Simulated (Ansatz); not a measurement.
Structures of equal composition on the (000-1) surface of wurtzite CdSe (Se plane on top): 2x2 Cd adatom at H3; 2x2 Cd adatom at T4. The slabs share one bottom face, and each structure is named by its start. These are constructed structures in small cells; real faces may alloy, dewet or reconstruct in larger ones, and not all known structures of the face are among them. Slabs of about 15 Å with all that they carry, Fermi-Dirac smearing of 0.025 eV. Bottom of the slabs: H caps. Relaxed from the named starts with such symmetry as they have, on meshes of like density; energies extrapolated to zero smearing; no spin-orbit coupling, no U. Spin-polarised runs, if any, are marked in brackets, and their order is one that fits the cell; the others ran without spin. Where a second, spin-polarised start was run, the lower counts.

Host crystal: wurtzite CdSe, with a band gap (PBE, scalar-relativistic without spin-orbit coupling).

These are PBE (plane waves to 420 eV, PAW; Ansatz, a program for electronic structure) values and carry that method's errors.

### Question
Order them by energy per 1x1 cell (lowest first) at the level PBE.

### Answer
2x2 Cd adatom at H3 (0.000 eV, gap 0.49 eV on the mesh), 2x2 Cd adatom at T4 (0.046 eV (3 Cd–Se bonds formed), gap 0.69 eV on the mesh)
